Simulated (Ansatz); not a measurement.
Cu3N: response to strain

Start from Cu3N (space group Pm-3m, No. 221).

```xyz
4
Lattice="3.7209 0.0000 0.0000 0.0000 3.7209 0.0000 0.0000 0.0000 3.7209" Properties=species:S:1:pos:R:3 pbc="T T T"
Cu     1.8604     0.0000     0.0000
Cu     0.0000     1.8604     0.0000
Cu     0.0000     0.0000     1.8604
N      0.0000     0.0000     0.0000
```

Cartesian axes are those of the cell as printed.

Strains are applied to the cell and any free atomic positions relax.

Level of theory: LDA (Ansatz, a quantum-chemistry and plane-wave program; PAW; 420 eV plane waves; scalar-relativistic without spin-orbit coupling).

Notes on the quantities. pressure: mean of the normal stresses, compression positive; energy relative to the base: free energy F.

| variant | pressure | volume per atom | energy relative to the base |
|---|---|---|---|
| base | 0.0 GPa | 12.88 Å³ | 0 meV/atom |
| uniaxial strain ε_zz = +0.60 % | -0.9 GPa | 12.96 Å³ | +0.4 meV/atom |
| uniaxial strain ε_zz = +1.20 % | -1.7 GPa | 13.03 Å³ | +1.7 meV/atom |
| uniaxial strain ε_zz = +1.80 % | -2.5 GPa | 13.11 Å³ | +3.8 meV/atom |
| uniaxial strain ε_zz = +2.40 % | -3.2 GPa | 13.19 Å³ | +6.7 meV/atom |

No phonon test of stability was made. The final runs are not spin-polarised.
